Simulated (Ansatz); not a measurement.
Checking a run of Ansatz (a program for electronic structure) on Mg2CoH5 (P4/nmm, 16 atoms in the cell). The aim is a self-consistent single point with DFT, LDA (PW92), plane waves, default PAW files made with PBE.

Cell that was meant: a = 4.3834 Å, b = 4.3834 Å, c = 6.4916 Å, α = 90.00°, β = 90.00°, γ = 90.00°.

Part of the input:

Ansatz 0.2 input:
```yaml
    - { symbol: H, position: [0.258890, 0.758890, 0.229460] }
    - { symbol: H, position: [0.258890, 0.241110, 0.229460] }
    - { symbol: H, position: [0.741110, 0.241110, 0.229460] }
basis:
  ecutwfc: 105.0
kpoints:
  mp_grid: { grid: [8, 8, 5], shift: [0.5, 0.5, 0.5] }
hamiltonian:
  xc: lda
  pseudopotentials: { kind: paw }
scf:
  occupations: { method: gaussian, width: 0.272 }
output:
  forces: true
  eigenvalues: true
```

The program printed (abridged):

```
   [... lines left out ...]
PAW frozen core: Co, regenerated for the run's functional, and the local potential with it
Initial density: superposition of atomic densities (neutral atoms: chi_scale 0, normalization atom), corrected by the library's trained network
Initial wavefunctions: pseudopotential atomic-orbital guess
Eigensolver: davidson
Functional: x = slater, c = lda
SCF iter   1: F=—  HF=-17131.295622 eV  |F-HF|=—  |Δ(HF+E_count)|=         —  Δρ=1.35e0  dr2=1.39e3  ethr=1.77e-3  ⟨swp⟩=8.5  Hψ=7922  notcnv=0
all-band conjugate gradients solve this SCF's bands
preconditioner: auto → LDOS
SCF iter   2: F=—  HF=-16760.108707 eV  |F-HF|=—  |Δ(HF+E_count)|=    3.71e2  Δρ=6.78e-1  dr2=4.23e2  ethr=1.77e-3  ⟨swp⟩=7.5  Hψ=9095  notcnv=0  defer=260
   [... lines left out ...]
SCF iter  10: F=—  HF=-16497.544590 eV  |F-HF|=—  |Δ(HF+E_count)|=   1.06e-4  Δρ=5.12e-5  dr2=2.01e-6  ethr=3.97e-7  ⟨swp⟩=2.1  Hψ=1854  notcnv=0  defer=257
SCF iter  11: F=—  HF=-16497.544578 eV  |F-HF|=—  |Δ(HF+E_count)|=   1.21e-5  Δρ=7.74e-6  dr2=5.94e-8  ethr=1.19e-10  ⟨swp⟩=10.7  Hψ=9031  notcnv=0
SCF iter  12: F=-16497.544578 eV  HF=-16497.544578 eV  |F-HF|=1.24e-10  |Δ(HF+E_count)|=   1.65e-8  Δρ=4.13e-7  dr2=2.39e-10  ethr=7.08e-11  ⟨swp⟩=1.8  Hψ=4031  notcnv=0
SCF 1 converged in 12 iterations: F = -16497.544578 eV  dr2 = 2.39e-10
Free energy (F): -16497.544578 eV
Internal energy: -16497.457609 eV  (E = F + TS)
E sigma→0 (E₀):  -16497.501093 eV
Entropy (-TS):   -0.086970 eV (-5.436 meV/atom)
Fermi energy:    7.266075 eV
--- Forces (eV/Å), atoms counted from 1 ---
  atom   1  Mg     0.00000000     0.00000000    -0.00000000
  atom   2  Mg     0.00000000     0.00000000     0.00000000
  atom   3  Mg     0.00000000     0.00000000     0.00000000
  atom   4  Mg     0.00000000     0.00000000     0.00000000
  atom   5  Co     0.00000000     0.00000000    -2.34001716
  atom   6  Co     0.00000000     0.00000000     2.34001716
  atom   7  H      0.00000000     0.00000000     0.55462998
   [... lines left out ...]
  atom  16  H     -1.28303912    -1.28303912     0.01158012
--- Stress (GPa, compression-positive) ---
       33.304387       0.000000       0.000000
        0.000000      33.304387       0.000000
        0.000000       0.000000     -28.624495
  P = ⅓ Tr σ = 12.6614 GPa (126.614 kbar)
  The stress holds the Pulay correction. Without it, at fixed plane waves, as pw.x and ABINIT print it: P = -4515.7347 GPa
```

**Question.** Can these results be used? Check the input.

**Answer.** The run is not sound. The fault is a basis or grid far too coarse for these potentials. The error of an incomplete plane-wave basis or grid does not cancel at such settings. To fix it, restore the cutoff that the potentials need and check convergence. The run converged in 12 iterations without an error; against the sound input the free energy rises by 87.3 eV/atom, the pressure goes from -0.65 to 12.66 GPa and the largest force goes from 0.162 to 2.340 eV/Å. At a fixed set of plane waves, without the program's Pulay estimate, the pressure is -4515.73 GPa against -0.87 GPa.

An input that runs soundly differs in these lines (not the only fix; some lines may just follow from the change or write a value another way):
```diff
-basis:
-  ecutwfc: 105.0
-  occupations: { method: gaussian, width: 0.272 }
+  occupations: { method: gaussian, width: 0.272 eV }
```

With that input, the run converged in 8 iterations: free energy E − TS (on the zero of these files) -17893.8825 eV; pressure -0.65 GPa; largest force (vector length) 0.162 eV/Å (DFT, LDA (PW92), plane waves, default PAW files made with PBE).

On the sound input: the starting cell comes from a database of computed structures (which also holds hypothetical and non-ambient phases and stackings), without a prior relaxation at this level. Its lattice was rescaled by a random factor within 2.5 % of one. Spin polarisation is off. Ansatz's pressure includes its estimate of the finite-basis (Pulay) stress.
